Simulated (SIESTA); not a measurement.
**Input and output of a self-consistent single point for Lu (P6_3/mmc, 4 atoms in the cell) (SIESTA)**

Computed with GGA PBE, numerical atomic orbitals DZP, PseudoDojo PBE standard norm-conserving potentials (rewritten from UPF to PSML) in SIESTA.

The input file:

```
# files in the folder: Lu.psml (PseudoDojo PBE standard)
SystemName  Lu
SystemLabel lu

NumberOfAtoms                4
NumberOfSpecies              1
%block ChemicalSpeciesLabel
  1 71 Lu
%endblock ChemicalSpeciesLabel
LatticeConstant              1.0 Ang
%block LatticeVectors
     3.424533000    0.000000000    0.000000000
    -1.712267000    2.965732000    0.000000000
     0.000000000    0.000000000   11.018457000
%endblock LatticeVectors
AtomicCoordinatesFormat      ScaledCartesian
%block AtomicCoordinatesAndAtomicSpecies
     0.000000000    0.000000000    0.000000000  1
     0.000000000    0.000000000    5.509228500  1
    -0.000002046    1.977155655    2.754614250  1
     1.712268046    0.988576345    8.263842750  1
%endblock AtomicCoordinatesAndAtomicSpecies

XC.functional                GGA
XC.authors                   PBE
PAO.BasisSize                DZP
PAO.EnergyShift              0.01 Ry
MeshCutoff                   350 Ry
%block kgrid.MonkhorstPack
    8   0   0  0.0
    0   8   0  0.0
    0   0   2  0.0
%endblock kgrid.MonkhorstPack
OccupationFunction           MP
OccupationMPOrder            0
ElectronicTemperature        1160.45 K

MaxSCFIterations             150
SCF.Mixer.Method             Pulay
SCF.Mixer.Weight             0.25
SCF.Mixer.History            6
SCF.DM.Tolerance             1.0E-05
Diag.ParallelOverK           true
WriteForces                  true
```

The program printed (abridged):

```
reinit: Reading from file input.fdf

reinit: System Name: Lu
reinit: System Label: lu

coor:   Atomic-coordinates input format  =     Cartesian coordinates
coor:                                          (in units of alat)

siesta: Atomic coordinates (Bohr) and species
siesta:      0.00000   0.00000   0.00000  1        1
siesta:      0.00000   0.00000  10.41093  1        2
siesta:     -0.00000   3.73628   5.20547  1        3
siesta:      3.23572   1.86814  15.61640  1        4

siesta: System type = bulk

initatomlists: Number of atoms, orbitals, and projectors:      4   132   128

siesta: ******************** Simulation parameters ****************************
redata: Spin configuration                          = none
redata: Time-Reversal Symmetry                      = T
redata: Number of Atomic Species                    =        1
redata: Mesh Cutoff                                 =   350.0000 Ry
redata: Net charge of the system                    =     0.0000 |e|
redata: Min. number of SCF Iter                     =        0
redata: Max. number of SCF Iter                     =      150
redata: SCF convergence failure will abort job
redata: SCF mix quantity                            = Hamiltonian
redata: Mix DM or H after convergence               =   F
redata: Recompute H after scf cycle                 =   F
redata: Mix DM in first SCF step                    =   T
redata: No kicks to SCF
redata: DM Mixing Weight for Kicks                  =     0.5000
redata: Require Harris convergence for SCF          =   F
redata: Harris energy tolerance for SCF             =     0.000100 eV
redata: Require DM convergence for SCF              =   T
redata: DM tolerance for SCF                        =     0.000010
redata: Require EDM convergence for SCF             =   F
redata: EDM tolerance for SCF                       =     0.001000 eV
redata: Require H convergence for SCF               =   T
redata: Hamiltonian tolerance for SCF               =     0.001000 eV
redata: Require (free) Energy convergence for SCF   =   F
redata: (free) Energy tolerance for SCF             =     0.000100 eV
redata: Using DFT-D3 dispersion                     =   F
redata: Using Saved Data (generic)                  =   F
redata: Method of Calculation                       = Diagonalization
redata: Electronic Temperature                      =  1160.4500 K
redata: Number of TDED substeps                     =        3
redata: Dynamics option                             = Single-point calculation
redata: Save all siesta data in one NC              =   F
redata: ***********************************************************************

%block SCF.Mixers
  Pulay
%endblock SCF.Mixers

%block SCF.Mixer.Pulay
  # Mixing method
  method pulay
  variant stable

  # Mixing options
  weight 0.2500
  weight.linear 0.2500
  history 6
%endblock SCF.Mixer.Pulay

DM_history_depth set to one: no extrapolation allowed by default for geometry relaxation
Size of DM history Fstack: 1
Total number of electrons:   100.000000
Total ionic charge:   100.000000

* ProcessorY, Blocksize:    1  64

* Orbital distribution balance (max,min):   132   132

k-point displ. along   1 input, could be:     0.00    0.50
k-point displ. along   2 input, could be:     0.00    0.50
k-point displ. along   3 input, could be:     0.00    0.50
 Kpoints in:           80 . Kpoints trimmed:           77

siesta: k-grid: Number of k-points = 77
siesta: k-points from Monkhorst-Pack grid
siesta: k-cutoff (effective) =    11.018 Ang
siesta: k-point supercell and displacements
siesta: k-grid:     8     0     0      0.000
siesta: k-grid:     0     8     0      0.000
siesta: k-grid:     0     0     2      0.000

diag: Algorithm                                     = D&C
diag: Parallel over k                               =   F
diag: Use parallel 2D distribution                  =   F
diag: Parallel block-size                           = 64
diag: Parallel distribution                         =     1 x     1
diag: Used triangular part                          = Lower
diag: Absolute tolerance                            =  0.100E-15
diag: Orthogonalization factor                      =  0.100E-05
diag: Memory factor                                 =  1.0000

superc: Internal auxiliary supercell:     7 x     7 x     3  =     147
superc: Number of atoms, orbitals, and projectors:    588  19404  18816

                        Single-point calculation

superc: Internal auxiliary supercell:     7 x     7 x     3  =     147
superc: Number of atoms, orbitals, and projectors:    588  19404  18816

outcell: Unit cell vectors (Ang):
        3.424533    0.000000    0.000000
       -1.712267    2.965732    0.000000
        0.000000    0.000000   11.018457

outcell: Cell vector modules (Ang)   :    3.424533    3.424533   11.018457
outcell: Cell angles (23,13,12) (deg):     90.0000     90.0000    120.0000
outcell: Cell volume (Ang**3)        :    111.9062
new_DM -- step:     1
Initializing Density Matrix...

Attempting to read DM from file... Failed...
DM filled with atomic data:

InitMesh: MESH = 36 x 36 x 128 = 165888
InitMesh: Mesh cutoff (required, used) =   350.000   372.976 Ry

stepf: Methfessel-Paxton step function
       Using Hermite-Gauss polynomials of order  0

        iscf     Eharris(eV)        E_KS(eV)     FreeEng(eV)     dDmax    Ef(eV) dHmax(eV)
   scf:    1   -26792.830107   -26814.438476   -26814.474539  1.231273 -3.263919  8.209050
   scf:    2   -26822.160414   -26818.891035   -26818.924373  0.362892 -3.501659  3.334527
   scf:    3   -26819.785250   -26819.430200   -26819.463167  0.151916 -3.624772  1.054194
   scf:    4   -26819.494075   -26819.468854   -26819.500516  0.030898 -3.652271  0.355721
   scf:    5   -26819.473664   -26819.474268   -26819.505326  0.030111 -3.691279  0.157404
   scf:    6   -26819.477659   -26819.476272   -26819.507322  0.006233 -3.695548  0.026768
   scf:    7   -26819.476003   -26819.476186   -26819.507299  0.003424 -3.693247  0.035564
   scf:    8   -26819.476348   -26819.476281   -26819.507367  0.001719 -3.694785  0.002540
   scf:    9   -26819.476284   -26819.476282   -26819.507367  0.000131 -3.694913  0.000690
   scf:   10   -26819.476282   -26819.476282   -26819.507367  0.000005 -3.694919  0.000212

SCF Convergence by DM+H criterion
max |DM_out - DM_in|         :     0.0000048891
max |H_out - H_in|      (eV) :     0.0002123698
SCF cycle converged after 10 iterations

Using DM_out to compute the final energy and forces

siesta: E_KS(eV) =           -26819.4763

siesta: E_KS - E_eggbox =    -26819.4763

siesta: Atomic forces (eV/Ang):
     1    0.000000   -0.000000    0.000023
     2    0.000000   -0.000000   -0.000023
     3   -0.000079    0.000046    0.000001
     4    0.000079   -0.000046   -0.000001
   Tot    0.000000   -0.000000   -0.000000
   Max    0.000079
   Res    0.000038    sqrt( Sum f_i^2 / 3N )
   Max    0.000079    constrained

Stress tensor Voigt[x,y,z,yz,xz,xy] (kbar):      -26.37      -25.74      -16.02       -0.00        0.00        0.55
(Free)E + p*V (eV/cell)   -26817.9210
Target enthalpy (eV/cell)   -26819.5074

siesta: Program's energy decomposition (eV):
siesta: Ebs     =     -1688.167776
siesta: Eions   =     36950.001222
siesta: Ena     =      3168.898252
siesta: Ekin    =     16874.887909
siesta: Enl     =     -5979.113719
siesta: Eso     =         0.000000
siesta: Edftu   =         0.000000
siesta: DEna    =       111.520079
siesta: DUscf   =         2.195258
siesta: DUext   =         0.000000
siesta: Ex      =     -3829.162506
siesta: Ec      =      -218.700334
siesta: Exc     =     -4047.862840
siesta: Eharris =    -26819.476282
siesta: Etot    =    -26819.476282
siesta: FreeEng =    -26819.507367

siesta: Stress tensor (static) (eV/Ang**3):
siesta:    -0.016460    0.000341   -0.000000
siesta:     0.000341   -0.016067   -0.000000
siesta:     0.000000   -0.000000   -0.009999

siesta: Cell volume =        111.906172 Ang**3

siesta: Pressure (static):
siesta:                Solid            Molecule  Units
siesta:           0.00015439          0.00015439  Ry/Bohr**3
siesta:           0.01417553          0.01417538  eV/Ang**3
siesta:          22.71169647         22.71146239  kBar
```

The run converged in 10 iterations.

The starting cell was generated: these elements placed on a structure prototype, without a prior relaxation; it need not be a known phase or ordering of this composition. Its lattice was rescaled by a random factor within 2.5 % of one. Values carry the incompleteness of an atom-centred basis.

Cost on one core of a shared machine: roughly 2 min.
